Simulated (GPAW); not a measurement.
Input and output of a self-consistent single point for SrZnIn3 (I4mm, 5 atoms in the cell) (GPAW).

Method of the run: LDA (Perdew-Wang 92), GPAW PAW datasets LDA (gpaw-data 1.0.1) (plane waves; GPAW 25.7.0).

The change in words: lattice scaled by 0.98. Reference geometry:
```
CELL_PARAMETERS angstrom
     -2.33755     2.33755     6.12101
      2.33755    -2.33755     6.12101
      2.33755     2.33755    -6.12101
ATOMIC_POSITIONS crystal
  Sr 0.00478 0.00478 0.00000
  Zn 0.61397 0.61397 0.00000
  In 0.74198 0.24198 0.50000
  In 0.24198 0.74198 0.50000
  In 0.39730 0.39730 0.00000
```

Reference input (self-consistent single point, DFT LDA (Perdew-Wang 92), plane waves, GPAW PAW datasets LDA (gpaw-data 1.0.1)): mode = pw; ecut = 800 eV; xc = LDA; kpts = 5 5 5; mesh shift (steps) = 0 0 0; occupations.name = fermi-dirac; occupations.width = 0.1 eV; nbands = -13; convergence.forces = 0.001 eV/Å; symmetry.symmorphic = false; symmetry.tolerance = 0.0005; maxiter = 120. This run's input differs from it in these lines:

```diff
@@ -5,5 +5,5 @@
 atoms = Atoms(['Sr', 'Zn', 'In', 'In', 'In'],
-              cell=[[-2.337554, 2.337554, 6.121009],
-                    [2.337554, -2.337554, 6.121009],
-                    [2.337554, 2.337554, -6.121009]],
+              cell=[[-2.290803, 2.290803, 5.998589],
+                    [2.290803, -2.290803, 5.998589],
+                    [2.290803, 2.290803, -5.998589]],
               scaled_positions=[[0.004780, 0.004780, 0.000000],
```

The program printed (abridged):

```
     iter     time        total  log10-change:
                         energy   eigst   dens  force
iter:   1 --:--:--   -16.269892
iter:   2 --:--:--   -16.445796   -0.80  -1.46
iter:   3 --:--:--   -16.221497   -1.79  -1.49
iter:   4 --:--:--   -16.412767   -1.45  -1.64
iter:   5 --:--:--   -16.225424   -2.49  -2.06
iter:   6 --:--:--   -16.188206   -2.71  -2.30
iter:   7 --:--:--   -16.171620   -3.48  -2.43
iter:   8 --:--:--   -16.169239c  -3.21  -2.72
iter:   9 --:--:--   -16.166136c  -4.00  -2.97
iter:  10 --:--:--   -16.165868c  -4.20  -3.41
iter:  11 --:--:--   -16.165911c  -5.27  -3.54
iter:  12 --:--:--   -16.165835c  -5.18  -3.54
iter:  13 --:--:--   -16.165845c  -6.72  -3.95
iter:  14 --:--:--   -16.165832c  -6.72  -4.00c
iter:  15 --:--:--   -16.165825c  -6.83  -4.32c
iter:  16 --:--:--   -16.165825c  -7.20  -4.47c
iter:  17 --:--:--   -16.165823c  -7.94c -4.56c
iter:  18 --:--:--   -16.165822c  -6.83  -4.62c
iter:  19 --:--:--   -16.165822c  -8.86c -4.87c -2.65
iter:  20 --:--:--   -16.165821c  -7.75c -4.92c -2.60
iter:  21 --:--:--   -16.165820c  -9.07c -5.02c -3.44c
Converged after 21 iterations.

Dipole moment: (-0.000000, -0.000000, -2.865588) |e|*Ang

Energy contributions relative to reference atoms: (reference = -614687.508032)

Kinetic:        +22.840152
Potential:      -15.624413
External:        +0.000000
XC:             -23.616635
Entropy (-ST):   -0.055306
Local:           +0.262729
SIC:             +0.000000
--------------------------
Free energy:    -16.193473
Extrapolated:   -16.165820

Showing only first 2 kpts
 Kpt  Band  Eigenvalues  Occupancy
  0    28      5.10952    2.00000
  0    29      5.10952    2.00000
  0    30      7.10896    0.00492
  0    31      7.88592    0.00000

  1    28      4.67302    2.00000
  1    29      5.66581    1.99956
  1    30      5.89721    1.99558
  1    31      8.65249    0.00000

Fermi level: 6.50839

No gap
   [... lines left out ...]
Energy (eV): -16.16582

Forces in eV/Ang:
  0 Sr    0.00000   -0.00000    0.02922
  1 Zn    0.00000    0.00000    0.02652
  2 In    0.00000    0.00000   -0.02432
  3 In    0.00000    0.00000   -0.02432
  4 In    0.00000    0.00000   -0.00688

Stress tensor:
     0.010757     0.000000    -0.000000
     0.000000     0.010757     0.000000
    -0.000000     0.000000     0.018803
Stress (GPa, Voigt): [ 1.7235  1.7235  3.0126  0.     -0.      0.    ]
```

The run converged in 21 iterations. GPAW prints stress with tension positive. Against the reference run the free energy drops by 32.4 meV/atom, the pressure goes from -4.32 to -2.15 GPa and the largest force goes from 0.080 to 0.029 eV/Å.

The starting cell comes from a database of computed structures (which also holds hypothetical and non-ambient phases and stackings), without a prior relaxation at this level. Its lattice was rescaled by a random factor within 2.5 % of one. For this run, on top of that: lattice scaled by 0.98.

Cost on one core of a shared machine: roughly 7 min.
